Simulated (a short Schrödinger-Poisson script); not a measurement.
From a short Schrödinger-Poisson script (our own, NumPy): one-band effective-mass equation with BenDaniel-Duke matching, electrons, heavy and light holes apart, hard walls at the outer ends, one valence edge for both holes (no strain splitting), no charge, excitons, band mixing or non-parabolicity; under a field the levels are quasi-bound states of a box, listed while three quarters of their weight lies within 4 nm of the wells.

Structure: single CdTe/Cd0.85Zn0.15Te quantum well.

```csv
layer,material,thickness (nm)
1,Cd0.85Zn0.15Te,20
2,CdTe,3
3,Cd0.85Zn0.15Te,20
```

Constants are typed, rounded textbook-type inputs, not results; the design itself was drawn at random and stands for no fabricated device. CdTe: direct gap (eV) 1.5, conduction-band edge (eV) 0, electron mass (mₑ) 0.096, heavy-hole mass 0.6, light-hole mass 0.12. Cd0.85Zn0.15Te: direct gap (eV) 1.59, conduction-band edge (eV) 0.072, electron mass (mₑ) 0.1, heavy-hole mass 0.6, light-hole mass 0.13.

The valence-band edge of each layer lies one gap below its conduction-band edge. The electron's potential energy rises along the stack by the applied field. Mesh 0.03 nm at interfaces.

Gate and field steps stay those of the base.

One input was changed, with this effect: squared e1-hh1 overlap at zero applied field 0.98 → 0.79; e1-hh1 transition at zero applied field 1.564 → 1.560 eV; e1 above the well's band edge 52.2 → 41.8 meV.

### Question
Which change was it?
A. heavy-hole mass in the well 0.6 → 0.78 mₑ
B. well width 3 → 6 nm
C. conduction-band offset 0.072 → 0.054 eV

### Answer
C, conduction-band offset 0.072 → 0.054 eV

Excitons are left out, and strain enters only through the typed gaps and offsets, so measured lines lie elsewhere.
